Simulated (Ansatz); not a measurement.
The parent structure is HfO2 in the fluorite structure (space group Fm-3m, No. 225; a = 5.0010 Å). Axes: x, y, z lie along the cube axes.

All numbers come from LDA (Ansatz, a program for electronic structure, PAW, without spin-orbit coupling).

One thing is altered: a pure shear with ε_xy = ε_yx = 0.0200; the atoms relax in the strained cell.

Q: Predict the stress tensor and what it implies for the stiffness.

A: Stress of the strained cell less that of the base (GPa, compression positive):
```
   0.21   -3.03    0.00
  -3.03    0.21    0.00
   0.00    0.00    0.20
```

Then −Δσ/γ with γ = 2ε = 0.0400 gives secant stiffness values (nonlinear terms included at this strain): C66 ≈ 76 GPa.

Whether these cells are dynamically stable was not tested. This is not the structure that HfO2 has at room temperature and ambient pressure.
